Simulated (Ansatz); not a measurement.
Take Rb in the bcc (W type) structure (space group Im-3m, No. 229; a = 5.748 Å) as the base.

Method: r2SCAN (Ansatz, a program for electronic structure), without spin-orbit coupling.

Base values:

```
Item                  Result
-------------------  -------
Lattice parameter a  5.748 Å
Band gap                zero
```

Perturbation: full substitution Rb → Sr; the structure is relaxed again.

Tabulated Pauling electronegativity and covalent radius: Rb 0.82, 2.20 Å; Sr 0.95, 1.95 Å.

Q: Estimate the effect on the lattice parameter a.

A: The lattice parameter a shrinks by 0.933 Å, from 5.748 Å to 4.815 Å.

Q: What does the calculation give for the band gap after the change?

A: The band gap is still zero.

No phonon test of stability was made. This is not the structure that Sr has at room temperature and ambient pressure.
